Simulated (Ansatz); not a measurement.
The reference is WC (space group P-6m2, No. 187; a = 2.884 Å, c = 2.812 Å; relaxed with 0.1 eV smearing). Axes: x lies along a and z along c of the hexagonal cell.

Calculations: LDA (Ansatz, an electronic-structure program, PAW, without spin-orbit coupling).

For the base:

Pressure: 0.0 GPa
Shortest interatomic distance: 2.179 Å

Now apply this change: a pure shear with ε_xz = ε_zx = 0.0057; the atoms relax in the strained cell.

Estimate the effect on the pressure.

The pressure (mean of the normal stresses, compression positive) stays essentially unchanged (0.0 GPa against 0.1 GPa).

Estimate the effect on the shortest interatomic distance.

The shortest interatomic distance drops by 0.0106 Å to 2.169 Å.

How does this affect the energy relative to the base?

The energy rises by 1.4 meV/atom.

No phonon test of stability was made. The final runs are not spin-polarised.
